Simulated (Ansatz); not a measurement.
Ansatz (a quantum-chemistry and plane-wave program) run on MgNiF₆ (R3, 8 atoms in the cell): self-consistent single point.

Level of theory: PBEsol, default PAW files made with PBE (plane waves; Ansatz).

The change in words: lattice scaled by 0.98; kpoints.mp_grid.grid: 7 7 7 → 16 16 16. Reference geometry:
```yaml
crystal:
  lattice:
    - [2.41348, 1.39342, 4.37887]
    - [-2.41348, 1.39342, 4.37887]
    - [0.00000, -2.78685, 4.37887]
  atoms:
    - { symbol: Mg, position: [0.50381, 0.50381, 0.50381] }
    - { symbol: Ni, position: [0.00000, 0.00000, 0.00000] }
    - { symbol: F, position: [0.37297, 0.76937, 0.09415] }
    - { symbol: F, position: [0.62703, 0.23063, 0.90585] }
    - { symbol: F, position: [0.09415, 0.37297, 0.76937] }
    - { symbol: F, position: [0.90585, 0.62703, 0.23063] }
    - { symbol: F, position: [0.76937, 0.09415, 0.37297] }
    - { symbol: F, position: [0.23063, 0.90585, 0.62703] }
```

Reference input (self-consistent single point, DFT, PBEsol, plane waves, default PAW files made with PBE): basis.ecutwfc = 420 eV; kpoints.mp_grid.grid = 7 7 7; hamiltonian.xc = pbesol; hamiltonian.pseudopotentials = {kind: paw} (the program's default PAW files); scf.occupations.method = gaussian; scf.occupations.width = 0.1 eV. This run's input differs from it in these lines:

Ansatz 0.2 input:
```diff
@@ -2,5 +2,5 @@
   lattice:
-    - [2.41348200, 1.39342400, 4.37886500]
-    - [-2.41348200, 1.39342400, 4.37886500]
-    - [0.00000000, -2.78684900, 4.37886500]
+    - [2.36521200, 1.36555600, 4.29128800]
+    - [-2.36521200, 1.36555600, 4.29128800]
+    - [0.00000000, -2.73111200, 4.29128800]
   atoms:
@@ -17,3 +17,3 @@
 kpoints:
-  mp_grid: { grid: [7, 7, 7] }
+  mp_grid: { grid: [16, 16, 16] }
 hamiltonian:
```

Output (repeated stretches shortened):

```
SCF iter   1: F=—  HF=-12520.501721 eV  |F-HF|=—  |Δ(HF+E_count)|=         —  Δρ=1.60e-2  dr2=1.16e-1  ethr=1.77e-3  ⟨swp⟩=6.0  Hψ=118909  notcnv=0  defer=355
all-band conjugate gradients solve this SCF's bands
preconditioner: auto → Resta (q_TF=auto, 2.651 Å⁻¹)
SCF iter   2: F=—  HF=-12520.462455 eV  |F-HF|=—  |Δ(HF+E_count)|=   3.93e-2  Δρ=4.12e-3  dr2=8.45e-3  ethr=1.66e-4  ⟨swp⟩=2.0  Hψ=57292  notcnv=0  defer=1899
   [... lines left out ...]
SCF iter   6: F=—  HF=-12520.461706 eV  |F-HF|=—  |Δ(HF+E_count)|=   9.97e-6  Δρ=1.17e-4  dr2=7.46e-6  ethr=1.18e-7  ⟨swp⟩=3.0  Hψ=42253  notcnv=0  defer=1899
SCF iter   7: F=—  HF=-12520.461705 eV  |F-HF|=—  |Δ(HF+E_count)|=   4.50e-7  Δρ=6.19e-5  dr2=2.07e-6  ethr=1.07e-8  ⟨swp⟩=2.1  Hψ=43603  notcnv=0  defer=1899
SCF iter   8: F=—  HF=-12520.461705 eV  |F-HF|=—  |Δ(HF+E_count)|=   2.20e-7  Δρ=2.58e-5  dr2=4.02e-7  ethr=2.96e-9  ⟨swp⟩=2.4  Hψ=45604  notcnv=0  defer=1899
SCF iter   9: F=-12520.461705 eV  HF=-12520.461705 eV  |F-HF|=2.11e-9  |Δ(HF+E_count)|=   2.69e-8  Δρ=2.33e-6  dr2=4.14e-9  ethr=1.43e-10  ⟨swp⟩=9.7  Hψ=132222  notcnv=0
SCF 1 converged in 9 iterations: F = -12520.461705 eV  dr2 = 4.14e-9
Free energy (F): -12520.461705 eV
Internal energy: -12520.461705 eV  (E = F + TS)
E sigma→0 (E₀):  -12520.461705 eV
Fermi energy:    4.027549 eV
--- Forces (eV/Å), atoms counted from 1 ---
  atom   1  Mg    -0.00000000    -0.00000000    -0.48864056
  atom   2  Ni     0.00000000     0.00000000     0.23421327
  atom   3  F      0.35675595     0.06106442     0.24900003
  atom   4  F     -0.28717618    -0.22557701    -0.16418679
  atom   5  F     -0.23126132     0.27842750     0.24900003
  atom   6  F      0.33894351    -0.13591336    -0.16418679
  atom   7  F     -0.12549463    -0.33949192     0.24900003
  atom   8  F     -0.05176733     0.36149037    -0.16418679
--- Stress (GPa, compression-positive) ---
        7.540758       0.000001      -0.000000
       -0.000001       7.540758       0.000000
       -0.000000       0.000000       7.336504
  P = ⅓ Tr σ = 7.4727 GPa (74.727 kbar)
  The stress holds the Pulay correction. Without it, at fixed plane waves, as pw.x and ABINIT print it: P = 6.4990 GPa
```

The run converged in 9 iterations. Against the reference run the free energy goes up by 12.9 meV/atom, the pressure goes from -0.64 to 7.47 GPa, the largest force goes from 0.387 to 0.489 eV/Å and the gap on the mesh goes from 1.371 to 1.525 eV.

The starting cell comes from a database of computed structures (which also holds hypothetical and non-ambient phases and stackings), without a prior relaxation at this level. Its lattice was rescaled by up to half a per cent. One atom was moved a little off its site on purpose. For this run, on top of that: lattice scaled by 0.98. With a pressure of about 7 GPa the cell is away from its equilibrium volume at this level. Ansatz's pressure includes its estimate of the finite-basis (Pulay) stress. Without the estimate this run gives 6.50 GPa.

Cost on one core of a shared machine: roughly 4 min.
